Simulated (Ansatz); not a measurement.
The reference is W in the bcc (W type) structure (space group Im-3m, No. 229; relaxed with 0.1 eV smearing).

```
W
1.0
   -1.58442     1.58442     1.58442
    1.58442    -1.58442     1.58442
    1.58442     1.58442    -1.58442
W
1
Cartesian
  0.00000   0.00000   0.00000
```

Cartesian axes are those of the cell as printed.

All numbers come from r2SCAN, PAW, 500 eV (Ansatz, a program for electronic structure; without spin-orbit coupling).

For the base:

| Property | Value |
|---|---|
| Pressure | 0.0 GPa |
| Shortest interatomic distance | 5.186 bohr |

Perturbation: uniaxial strain ε_zz = +2.50 %, all other strain components held at zero, atoms relaxed at fixed cell.

How does this affect the pressure and shortest interatomic distance?

The pressure (mean of the normal stresses, compression positive) goes from zero to -7.4 GPa; the shortest interatomic distance increases by 0.044 bohr to 5.230 bohr.

Stability against distortions was not tested. All final runs are without spin polarisation.
